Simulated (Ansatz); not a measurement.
Results of r²SCAN-D4 in Ansatz (plane waves, PAW) for corundum In₂O₃ (high-pressure phase).

Numerical settings: plane-wave cutoff 500 eV, 10×10×10 k mesh, gaussian smearing 0.02 eV, scalar-relativistic PAW data made under PBE.

Computed at the level's own relaxed cell.

**Question.** Give the computed volume per atom, lattice constant a, lattice parameter c and band gap.

**Answer.** 
- volume per atom = 12.67 Å³/atom
- lattice constant a = 5.498 Å
- lattice parameter c = 14.513 Å
- band gap = 1.84 eV (on the SCF k mesh)

Spin–orbit coupling is not included.

Computing time: around 4 core-minutes (rough).

Ansatz is an electronic-structure program.
